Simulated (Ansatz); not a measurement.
## SiS2 under a change: isotropic strain +1.22 %

Consider SiS$_{2}$ (space group Ibam, No. 72; a = 5.803 Å, b = 9.892 Å, c = 5.546 Å; made of chains).

It is then changed as follows: an isotropic linear strain of +1.22 %; the atoms relax in the strained cell.

The values are results of r2SCAN in Ansatz (plane waves to 500 eV, PAW, scalar-relativistic without spin-orbit coupling), not measurements. Γ-centred 8×8×8 mesh, Fermi–Dirac width 0.05 eV.

The volume per atom rises by 0.98 Å³ to 27.51 Å³ and the energy goes up by 1.9 meV/atom. The pressure (mean of the normal stresses, compression positive) goes from zero to -0.59 GPa and the band gap grows by 0.05 eV (3.31 eV → 3.36 eV). The gap character stays indirect, Σ₀–Γ (22 % along) → k = (3/8, 3/8, -3/8) in the run's primitive reciprocal basis and the smallest direct gap rises by 0.05 eV to 3.66 eV. The mean gap deformation potential ΔEg/Δln V is +1.5 eV and the width of the top valence band falls by 0.03 eV (0.83 eV → 0.80 eV). The electron mass becomes 0.88 mₑ along a, 1.2 mₑ along b, 0.81 mₑ along c (off the special points) (base: 0.82 mₑ along a, 1.2 mₑ along b, 0.76 mₑ along c (off the special points)) and the largest internal atomic displacement is 0.028 Å.

Final structure:

```xyz
6
Lattice="-2.9369 5.0063 2.8066 2.9369 -5.0063 2.8066 2.9369 5.0063 -2.8066" Properties=species:S:1:pos:R:3 pbc="T T T"
S      1.7851     3.8747     2.8066
S      1.1518    -1.1316     2.8066
S      1.7851     6.1378     0.0000
S      1.1518     1.1316     0.0000
Si     0.0000     0.0000     4.2099
Si     0.0000     0.0000     1.4033
```

Effective masses come from finite differences of ±0.01 Å⁻¹. Whether these cells are dynamically stable was not tested. No dispersion term is included, though the crystal is made of layers, chains or molecules, so its spacings can come out too wide.

Ansatz is a program for electronic structure.
